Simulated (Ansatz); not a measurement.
The starting structures come from a database of crystals and need not be the phases stable at ambient conditions.

Inside the gap of an insulator the Bloch states are evanescent, with a wavenumber k + iκ along the transport direction.

Data:

```
CELL_PARAMETERS angstrom
      3.43708     0.00000     0.00000
      0.00000     8.67901     0.00000
      0.00000     0.75276     4.20629
ATOMIC_POSITIONS crystal
  Hf 0.25000 0.10620 0.21181
  Hf 0.75000 0.89380 0.78819
  Hf 0.25000 0.67071 0.37471
  Hf 0.75000 0.32929 0.62529
  N  0.75000 0.24890 0.17164
  N  0.25000 0.75110 0.82836
  N  0.75000 0.90281 0.28397
  N  0.25000 0.09719 0.71603
  O  0.25000 0.43908 0.68774
  O  0.75000 0.56092 0.31226
```

Space group of this cell: P2_1/m. The cell is taken as given; by r2SCAN its mean pressure is -2.8 GPa.

Transport runs along the normal of the first two printed cell vectors.

The gap is the functional's own, uncorrected, and κ follows it; spin-orbit coupling is left out. Mid-gap values are interpolated between the computed energies.

### Question
Predict the band gap and the smallest decay constant κ at mid-gap from r2SCAN in Ansatz (a quantum-chemistry and plane-wave program).

### Answer
Gap 1.57 eV on a 10×4×8 mesh; κ = 0.173 1/Å, at the zone centre.
